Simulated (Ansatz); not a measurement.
Fluorite NiSi2 was calculated with LDA (Ansatz, a program for electronic structure, plane waves, PAW).

Run with plane-wave cutoff 500 eV, 12×12×12 k mesh, Fermi–Dirac smearing 0.05 eV, no spin polarisation, scalar-relativistic PAW data made under PBE.

Computed at the level's own relaxed cell.

Q: Predict the volume per atom and lattice constant a.

A: 
- volume per atom = 12.75 Å³/atom
- lattice constant a = 5.348 Å

Measured, for comparison: equilibrium volume per atom 13.17 Å³/atom, lattice constant a 5.406 Å (temperature not stated, not corrected to a static lattice; as tabulated in Wikipedia's data pages). Computed (rounded) less measured: equilibrium volume per atom -3.2 %, lattice constant a -1.1 %. A static lattice is as a rule a little smaller and stiffer than an uncorrected measurement, which narrows the difference in the lattice constant a and would widen misses of the other sign.

The computed numbers hold no vibrational or temperature effects.
